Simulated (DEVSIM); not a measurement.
Device: W/SiO2/p-InP capacitor, at 300 K.

| layer (left to right) | material | thickness (nm) | Na (cm⁻³) |
|---|---|---|---|
| 1 | SiO2 | 4.40 | - |
| 2 | InP | 10000 | 3.9e15 |

Metal gate on the left, work function 4.6 eV. Fixed charge at the semiconductor interface 0 cm⁻² (in units of +e); no interface traps.

Constants are typed, rounded textbook-type inputs, not results; the design itself was drawn at random and stands for no fabricated device. Values at 300 K.

```
parameter      SiO2     InP
-------------  ----  ------
gap (eV)          9   1.344
affinity (eV)   0.9    4.38
permittivity    3.9    12.5
Nc (cm⁻³)         -  5.7e17
Nv (cm⁻³)         -  1.1e19
```

DEVSIM, 1D Poisson equation in equilibrium, Boltzmann statistics, complete ionisation; no quantum confinement or tunnelling. Metal contacts follow the ideal Schottky-Mott rule: no Fermi-level pinning, no interface dipoles.

The interface trap density was swept, all else fixed.

```csv
interface trap density (cm^-2 eV^-1),minimum of the low-frequency capacitance (μF/cm²),flat-band voltage (V),threshold voltage (band bending 2φF) (V)
0,[?],-0.92,0.14
1e10,0.0213,-0.92,0.14
1e11,0.0348,-0.93,0.15
3e11,0.0631,-0.95,0.17
1e12,0.147,-1.01,0.25
2e12,0.238,-1.11,0.36
```

Task: Complete the blanks.

Result: 
- 0, minimum of the low-frequency capacitance (μF/cm²): 0.0198
